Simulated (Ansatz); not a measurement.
The starting structures come from a database of crystals and need not be the phases stable at ambient conditions.

Inside the gap of an insulator the Bloch states are evanescent, with a wavenumber k + iκ along the transport direction.

Input:

```xyz
12
Lattice="6.1940 0.0000 0.0000 -2.3647 8.2903 0.0000 2.3647 -3.8047 4.1311" Properties=species:S:1:pos:R:3 pbc="T T T"
As    -1.2198     7.1376     0.1174
As     7.4138    -2.6520     4.0137
As     1.9522     2.2651     0.9071
As     4.2419     2.2205     3.2240
As     5.8549     0.3778     2.9307
As     0.3391     4.1078     1.2005
As     3.4361     5.1946     2.2014
As     2.7579    -0.7090     1.9298
Ir     1.9350     1.2051     3.1882
Ir     4.2590     3.2805     0.9429
Ir     1.1620     5.5193     3.0047
Ir     5.0320    -1.0337     1.1264
```

Space group of this cell: P2_1/c. The cell is taken as given; by PBEsol its mean pressure is -2.4 GPa.

Transport runs along the normal of the first two printed cell vectors.

The gap is the functional's own. No spin-orbit coupling. Mid-gap values are interpolated on the energy grid.

Q: Predict the band gap and the smallest decay constant κ at mid-gap from PBEsol (Ansatz, a quantum-chemistry and plane-wave program).

A: Gap 0.78 eV on a 6×8×8 mesh; κ = 0.113 1/Å, at (0.500, 0.250) of the in-plane reciprocal vectors. At the zone centre, at the nearest computed energy, the slowest state has κ = 0.16 1/Å.
